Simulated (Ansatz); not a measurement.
Cost and result by functional for the ionisation potential of the (100) surface of zinc-blende GaP in its 1x1 cell (cut with top plane P, bottom plane P), relaxed from an ideal cut (the real face may reconstruct), outermost plane spacing 1.38 Å in the ideal cut (one of several cuts of this face), with 1 P a cell over the bulk's ratio, in Ansatz (plane waves, PAW). Single points on the PBE structure, on one kind of machine; costs are rough ratios of the slab run's core time (references not counted) to the cheapest single point. r2SCAN's cost holds its higher cutoff (500 against 420 eV). Differences are taken against r2SCAN for comparison alone: no measured value is at hand, so the table doesn't rank accuracy.

Model: 9-atom slab, Ga4P5, 11.0 Å thick at the start, 7x7x1 mesh, Fermi-Dirac 0.025 eV, dipole correction, all atoms relaxed; symmetry of the start imposed; spin-polarised from one start with parallel moments (other orders not tried), ending with about 0.4 μB a cell, a value that depends on the mesh; orders that need a larger cell were not tried, no spin-orbit, no U. The slab shows no gap on its mesh. These notes are the PBE run's. r2SCAN: The program's check for a lower electronic state was not made.

```json
[
 {"functional": "RPBE", "relative cost": "1", "ionisation potential (eV)": "6.01", "less r2SCAN (eV)": "-0.30"},
 {"functional": "PBEsol", "relative cost": "1", "ionisation potential (eV)": "6.04", "less r2SCAN (eV)": "-0.27"},
 {"functional": "LDA", "relative cost": "1", "ionisation potential (eV)": "6.18", "less r2SCAN (eV)": "-0.13"},
 {"functional": "r2SCAN", "relative cost": "2", "ionisation potential (eV)": "6.31", "less r2SCAN (eV)": "0.00"},
 {"functional": "PBE (the relaxed run's value)", "relative cost": "–", "ionisation potential (eV)": "6.05", "less r2SCAN (eV)": "-0.26"}
]
```

The values span 0.30 eV, while the single points' costs differ by a factor of roughly 2. Differences are of unrounded values.

Ansatz is a quantum-chemistry and plane-wave program.
